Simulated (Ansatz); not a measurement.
The starting structures come from a database of crystals and need not be the phases stable at ambient conditions.

Data:

```
CELL_PARAMETERS angstrom
      7.38833     0.00000     0.00000
      0.00000     8.64423     0.00000
      3.69416    -4.32211     4.32211
ATOMIC_POSITIONS crystal
  Tl 0.00000 0.50000 0.00000
  Tl 0.50000 0.50000 0.00000
  Cd 0.50000 0.00000 0.00000
  Sn 0.00000 0.00000 0.00000
  Te 0.58173 0.35530 0.35530
  Te 0.06297 0.00000 0.35530
  Te 0.93703 0.64470 0.64470
  Te 0.41827 0.00000 0.64470
```

Space group of this cell: I-42m. The cell was relaxed by PBE-D3(BJ); by r2SCAN its mean pressure is -0.7 GPa.

Transport runs along the normal of the first two printed cell vectors, the (100) plane of the conventional cell.

No gap correction and no spin-orbit coupling; mid-gap values are interpolated between computed energies.

Question: Predict the band gap and the smallest decay constant κ at mid-gap from r2SCAN in Ansatz (a program for electronic structure).

Answer: Gap 0.70 eV on a 8×8×8 mesh; κ = 0.124 1/Å, at (0.250, 0.500) of the in-plane reciprocal vectors. At the zone centre, at the nearest computed energy, the slowest state has κ = 0.15 1/Å.
